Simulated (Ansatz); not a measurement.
## Converging the k-point mesh at a smearing width of 0.02 eV: WC (P3m1, 2 atoms in the cell)

```
WC
1.0
    1.46227    -2.53274     0.00000
    1.46227     2.53274     0.00000
    0.00000     0.00000     2.85420
W C
1 1
Direct
  0.00000   0.00000   0.01752
  0.33333   0.66667   0.50000
```

Computed with LDA (PW92), default PAW files made with PBE (plane waves; Ansatz, a first-principles code).

Base settings: basis.ecutwfc = 420 eV; kpoints.mp_grid.grid = 13 13 12; hamiltonian.xc = lda; hamiltonian.pseudopotentials = {kind: paw} (the program's default PAW files); scf.occupations.method = gaussian; scf.occupations.width = 0.1 eV.

In this ladder: scf.occupations.width = 0.02 eV.

Only quantities that move along the ladder and can be compared are tabulated.

The count of work is k-points × plane waves × bands × iterations; it is no time. 

The starting cell has typed, rounded lattice constants, without a prior relaxation at this level. Its lattice was rescaled by up to half a per cent. One atom was moved a little off its site on purpose. Spin polarisation is off. In the base run, with a pressure of about -16 GPa the cell is away from its equilibrium volume at this level. Ansatz's pressure includes its estimate of the finite-basis (Pulay) stress.

Steps (kpoints.mp_grid.grid): 5 5 4; 6 6 5; 7 7 6; 8 8 7; 10 10 9; 12 12 10; 14 14 13; 17 17 15; 21 21 18; 25 25 22; 31 31 27.

**Question.** What is the coarsest kpoints.mp_grid.grid that holds the free energy within 1 meV/atom of the last step, with all finer ones?

**Answer.** 12 12 10, at 0.068 of the last step's count of work; the step before is off by 1.7 meV/atom.

**Question.** What is the coarsest kpoints.mp_grid.grid that holds the forces within 0.02 eV/Å of the last step, with all finer ones?

**Answer.** 7 7 6, at 0.017 of the last step's count of work; the step before is off by 0.031 eV/Å.

**Question.** What is the coarsest kpoints.mp_grid.grid that holds the pressure within 0.2 GPa of the last step, with all finer ones?

**Answer.** 8 8 7, at 0.023 of the last step's count of work; the step before is off by 0.38 GPa.

```tsv
kpoints.mp_grid.grid	free energy less the last step's (meV/atom)	pressure (GPa)	largest difference of a force vector from the last step's (eV/Å)	count of work / last
5 5 4	22.72	-15.56	0.153	0.0071
6 6 5	4.03	-15.82	0.031	0.015
7 7 6	5.03	-15.77	0.009	0.017
8 8 7	-1.74	-16.24	0.017	0.023
10 10 9	-1.74	-16.12	0.006	0.043
12 12 10	-0.59	-16.08	0.010	0.068
14 14 13	0.18	-16.09	0.014	0.11
17 17 15	-0.19	-16.20	0.001	0.18
21 21 18	0.32	-16.17	0.000	0.33
25 25 22	0.14	-16.13	0.003	0.55
31 31 27	0.00	-16.15	0.000	1.0
```

Keys are those of Ansatz 0.2.
